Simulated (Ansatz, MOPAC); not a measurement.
**Ladder of methods for the elastic constant C11 of fluorite PbF2 (high-temperature phase)**

Reference value: 96.1 ± 0.09 GPa (measured, room temperature, not corrected to a static lattice; as tabulated in Jamieson, Manghnani, Matsui, Ming, J. Geophys. Res. 91, 4643 (1986)).

**Question.** What do PM6 semi-empirical Hartree-Fock (MOPAC), PBE, r²SCAN, B3LYP (VWN-RPA form), Hartree–Fock give, and how far is each from the reference?

**Answer.** 
```tsv
level (code)	value (GPa)	cell (Å³/atom)	difference (%)
PM6 semi-empirical Hartree-Fock (MOPAC) (MOPAC)	149	12.36	+55
PBE (Ansatz)	102	18.01	+6.1
r²SCAN (Ansatz)	113	17.30	+17.6
B3LYP (VWN-RPA form) (Ansatz)	106	18.03	+10.3
Hartree–Fock (Ansatz)	104	18.46	+8.2
```

The reference is not for a static lattice or low temperature, so close values are not ranked against it. Off by more than 25 % (a bound picked here): PM6 semi-empirical Hartree-Fock (MOPAC) (+55 %).

The measured value isn't corrected to a static lattice, so vibrations enter the comparison. A static lattice is as a rule stiffer than a warm one, by over a tenth in soft solids.  Density-functional levels without +SOC have no spin–orbit coupling. PM6 semi-empirical Hartree-Fock (MOPAC): the relaxed volume lies over a fifth from the starting cell. PM6 semi-empirical Hartree-Fock (MOPAC): the method was fitted mainly to molecules. PM6 semi-empirical Hartree-Fock (MOPAC): the run uses a supercell at the zone centre in place of a k mesh. Each level is taken at its own relaxed cell. Cutoffs and k meshes differ between the levels. Ansatz's density-functional and Hartree–Fock values are scalar-relativistic unless marked +SOC, with PAW data made under PBE.

Differences are worked out from the printed values.

Ansatz is an electronic-structure program.
